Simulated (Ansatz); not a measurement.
Input:

```yaml
crystal:
  lattice:
    - [0.00000, 2.26010, 2.26010]
    - [2.26010, 0.00000, 2.26010]
    - [2.26010, 2.26010, 0.00000]
  atoms:
    - { symbol: B, position: [0.00000, 0.00000, 0.00000] }
    - { symbol: P, position: [0.25000, 0.25000, 0.25000] }
```

Level of theory: HSE06 with spin-orbit coupling, rigid bands (plane waves, PAW; Ansatz, a program for electronic structure). How the cell was made: cell and atoms relaxed with PBEsol.

Question: What conductivity effective mass do dilute electrons have at 300 K?

Answer: 0.32 mₑ.

Question: What conductivity effective mass do dilute holes have at 300 K?

Answer: 0.41 mₑ.

Question: And the band gap?

Answer: 1.93 eV at this level.

Rigid bands, one relaxation time for all states, no polarons. Geometry: cell and atoms relaxed with PBEsol.
